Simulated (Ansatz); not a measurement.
Ansatz (a first-principles code), DFT, PBE, plane waves, its default PAW files: fcc Cu, atoms displaced, 4 atoms. Basis and mesh were picked for this test and aren't claimed converged.

| Item | Result |
|---|---|
| cell | 3.62, 3.62, 3.62 Å; 90, 90, 90° |
| distance to the nearest atom | 2.51 to 2.53 Å |
| task | single point |
| k mesh | 10×10×10 |
| hamiltonian.xc | pbe |
| kind of files | paw |
| scf.occupations.method | fermi_dirac |
| scf.occupations.width | 0.1 eV |
| output.forces | true |
| accuracy | medium (default) |
| basis.precision | auto (default) |
| basis.xc_grid | 2 (default) |
| scf.eigensolver.kind | auto (default) |
| scf.mixing.algorithm | auto (default) |
| scf.mixing.preconditioner | auto (default) |
| scf.convergence.dr2_threshold | 1e-07 (default) |
| scf.lower_state_search | light (default) |
| k-points after symmetry | 504 |
| bands at the start | 43 |
| electrons | 76 |
| plane waves at Γ | 925 |
| cutoff (eV) | 420 |
| FFT grid | 25×25×25 |
| symmetry operations | 1 |

Hardware: AMD EPYC (Zen 5), 96 cores on 1 socket, no SMT, 12 L3 cache groups.

Each set of copies ran two to five times on the otherwise empty node; times are medians from launch to the last exit. Unless noted, each process is bound to its own block of adjacent cores. Build: release build for x86-64 with AVX-512, one process with threads. Other compilers and libraries give other times. Scratch files lie in a memory file system.

Ways to fill 96 cores (the node offers 329 GiB):
- 24 copies of 4 threads, --max-ram 10240MiB
- 2 copies of 48 threads, --max-ram 122880MiB
- 12 copies of 8 threads, --max-ram 20480MiB
- 4 copies of 24 threads, --max-ram 61440MiB
- 3 copies of 32 threads, --max-ram 81920MiB
- 48 copies of 2 threads, --max-ram 5120MiB
- 96 threads, --max-ram 200GiB
- 6 copies of 16 threads, --max-ram 40960MiB

**Question.** Which packing maximises jobs per hour, and what does it cost in the time of one job?

**Answer.** 48 copies of 2 threads, --max-ram 5120MiB: 7700 jobs an hour; within 8 % of it: 24 copies of 4 threads, --max-ram 10240MiB; 12 copies of 8 threads, --max-ram 20480MiB; 6 copies of 16 threads, --max-ram 40960MiB. At the low end 96 threads, --max-ram 200GiB gives 3800. The best is the narrowest job tried, and narrower ones have no timing here. One job is done soonest with 96 threads, --max-ram 200GiB (0.95 s against 23 s).

```json
[
 {"way": "48 copies of 2 threads, --max-ram 5120MiB", "time till all copies end": "23 s", "jobs an hour": "7700", "memory in all, scratch files included": "33 GiB"},
 {"way": "24 copies of 4 threads, --max-ram 10240MiB", "time till all copies end": "11 s", "jobs an hour": "7600", "memory in all, scratch files included": "17 GiB"},
 {"way": "12 copies of 8 threads, --max-ram 20480MiB", "time till all copies end": "5.7 s", "jobs an hour": "7500", "memory in all, scratch files included": "9.0 GiB"},
 {"way": "6 copies of 16 threads, --max-ram 40960MiB", "time till all copies end": "3.0 s", "jobs an hour": "7100", "memory in all, scratch files included": "5.0 GiB"},
 {"way": "4 copies of 24 threads, --max-ram 61440MiB", "time till all copies end": "2.1 s", "jobs an hour": "6800", "memory in all, scratch files included": "3.7 GiB"},
 {"way": "3 copies of 32 threads, --max-ram 81920MiB", "time till all copies end": "1.7 s", "jobs an hour": "6400", "memory in all, scratch files included": "3.0 GiB"},
 {"way": "2 copies of 48 threads, --max-ram 122880MiB", "time till all copies end": "1.3 s", "jobs an hour": "5600", "memory in all, scratch files included": "2.4 GiB"},
 {"way": "96 threads, --max-ram 200GiB", "time till all copies end": "0.95 s", "jobs an hour": "3800", "memory in all, scratch files included": "1.9 GiB"}
]
```

Keys are those of Ansatz 0.2.
